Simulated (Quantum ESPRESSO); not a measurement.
Quantum ESPRESSO is run on Si2Ni (Fm-3m, 3 atoms in the cell), and the run fails. The aim is a zone-centre phonon calculation with DFT, PBE, plane waves, SSSP 1.1.2 efficiency (PBE) pseudopotentials.

The self-consistent step had converged with these keywords: prefix = si2ni; ecutwfc = 50 Ry; ecutrho = 400 Ry; occupations = smearing; smearing = gauss; degauss = 0.0099958 Ry; potentials = {Si: Si.pbe-n-rrkjus_psl.1.0.0.UPF, Ni: ni_pbe_v1.4.uspp.F.UPF}; K_POINTS = automatic 14 14 14 0 0 0; conv_thr = 1e-11 Ry. The next shown step is ph.x.

Input:

```fortran
phonons at the zone centre
&inputph
    prefix = 'si2ni'
    outdir = './tmp/'
    tr2_ph = 1.0d-14
    fildyn = 'dyn.G'
    epsil = .true.
/
0.0 0.0 0.0
```

Log, with long lists cut:

```
     Reading xml data from directory:

     ./tmp/si2ni.save/

     G-vector sticks info
     --------------------
     sticks:   dense  smooth     PW     G-vecs:    dense   smooth      PW
     Sum        1417     721    223                35845    12675    2229

     Reading collected, re-writing distributed wavefunctions in ./tmp/

 %%%%%%%%%%%%%%%%%%%%%%%%%%%%%%%%%%%%%%%%%%%%%%%%%%%%%%%%%%%%%%%%%%%%%%%%%%%%%%
     Error in routine phq_readin (1):
     no elec. field with metals
 %%%%%%%%%%%%%%%%%%%%%%%%%%%%%%%%%%%%%%%%%%%%%%%%%%%%%%%%%%%%%%%%%%%%%%%%%%%%%%

     stopping ...
```

Read the log: what does the program object to, and what is the fix?

The fault is the dielectric response asked with smeared occupations. The response to a homogeneous field is defined for insulators with fixed occupations. To fix it, drop the request, or use fixed occupations in an insulator. The program stopped in the step ph.x before computing anything there.

On the sound input: the starting cell comes from a database of computed structures (which also holds hypothetical and non-ambient phases and stackings), without a prior relaxation at this level. Its lattice was rescaled by a random factor within 2.5 % of one. Spin polarisation is off. With a pressure of about 4 GPa the cell is away from its equilibrium volume at this level.
